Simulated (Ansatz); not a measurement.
Band structure of CaCoF6 (R-3, 8 atoms in the cell).

```xyz
8
Lattice="2.6213 1.5134 4.7356 -2.6213 1.5134 4.7356 0.0000 -3.0268 4.7356" Properties=species:S:1:pos:R:3 pbc="T T T"
Ca     0.0000     0.0000     7.1033
Co     0.0000     0.0000     0.0000
F     -0.7315     1.7099     8.4041
F      0.7315    -1.7099     5.8025
F     -1.1151    -1.4884     8.4041
F      1.1151     1.4884     5.8025
F      1.8465    -0.2215     8.4041
F     -1.8465     0.2215     5.8025
```
Moments meant for the start (each program seeds them in its own way; μB, in the order of the atoms Ca Co F F F F F F): 0.0 3.0 0.0 0.0 0.0 0.0 0.0 0.0.

Level of theory: PBEsol, PAW files made with PBE (plane waves; Ansatz, an electronic-structure program).

Settings: basis.ecutwfc = 30.9 Ry; kpoints.mp_grid.grid = 4 4 4; hamiltonian.xc = pbesol; hamiltonian.pseudopotentials = {kind: paw} (the program's default PAW files); magnetization.spin_polarized = true; scf.occupations.method = fermi_dirac; scf.occupations.width = 0.0037 Ry; kpoints.band_path.path = [[0.0, 0.0, 0.0], [0.5, 0.0, 0.0], [0.5, 0.23475405, -0.23475405]]; kpoints.band_path.npoints = 8.

The starting cell comes from a database of computed structures (which also holds hypothetical and non-ambient phases and stackings), without a prior relaxation at this level. The moments shrank to a small part of their start, a low-spin state that need not be the lowest.

Levels in eV from the Fermi level, bands 32 to 39 of the first spin channel:
```tsv
point	32	33	34	35	36	37	38	39
Γ	-1.67	-1.04	-0.85	-0.85	1.04	1.04	6.73	8.11
L	-1.54	-0.85	-0.79	-0.59	1.15	1.22	7.97	7.99
B1	-1.58	-0.80	-0.72	-0.66	1.06	1.14	7.96	7.99
```

Bands cross the Fermi level along this path, so the cell is metallic at this level.

The net moment of the cell came out as 1.00 μB.

Keys are those of Ansatz 0.2.
